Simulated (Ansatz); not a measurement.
**Element substitutions in GaP**

Take GaP in the zinc blende structure (space group F-43m, No. 216) as the base.

GaP is taken in the cubic space group F-43m (No. 216), the zinc blende structure, Pearson symbol cF8. Conventional cell: a = 5.506 Å, b = 5.506 Å, c = 5.506 Å, α = 90.00°, β = 90.00°, γ = 90.00°. P on 4c has 4 Ga at 2.384 Å (tetrahedral). Ga on 4a is coordinated by 4 P at 2.384 Å (tetrahedral). (Neighbours: up to the widest gap in distance over summed covalent radii, below 1.35, at either atom; cation-cation and far metal-metal contacts left out.)
(The calculation used a cell of 2 atoms; values per cell refer to that cell.)

Each row replaces one element on all its sites; cell and atoms are relaxed.

Method: plane-wave PAW DFT at the PBE level (Ansatz, a quantum-chemistry and plane-wave program, 420 eV), without spin-orbit coupling, earlier PAW set.

**Question.** Only one of these has no band gap. Which?
A) P → As
B) Ga → B
C) P → C

**Answer.** C, P → C. Computed: Ga → B: 1.25 eV; P → C: zero; P → As: 0.16 eV

No phonon test of stability was made. As relaxed here, GaC is a hypothetical phase, not in the database extracts checked. The final runs are not spin-polarised. An odd electron count without spin: GaC. The zero or small gap of GaAs can change with the level of theory.
